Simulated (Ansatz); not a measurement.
The starting structures come from a database of crystals and need not be the phases stable at ambient conditions.

By PBEsol, the system below comes out a metal.

The ballistic (Sharvin) conductance counts the channels at the Fermi level: G/A = (e²/h) × channels of both spins per area.

Given:

```yaml
crystal:
  lattice:
    - [3.28943, 0.00000, 0.00000]
    - [0.00000, 4.65196, 0.00000]
    - [0.00000, 2.32598, 2.32598]
  atoms:
    - { symbol: Sc, position: [0.50000, 0.50000, 0.00000] }
    - { symbol: Pt, position: [0.00000, 0.00000, 0.00000] }
```

The cell is taken as given; by PBEsol it stands under a pressure of -3.9 GPa.

The current flows along the normal of the first two printed cell vectors, the (110) plane of the conventional cell. No spin-orbit coupling; the value is a mean over 0.1 eV about the Fermi level.

Q: Predict the ballistic conductance per area from PBEsol run with Ansatz (an electronic-structure program).

A: 1.0 × 10¹⁵ S/m² for both spins.
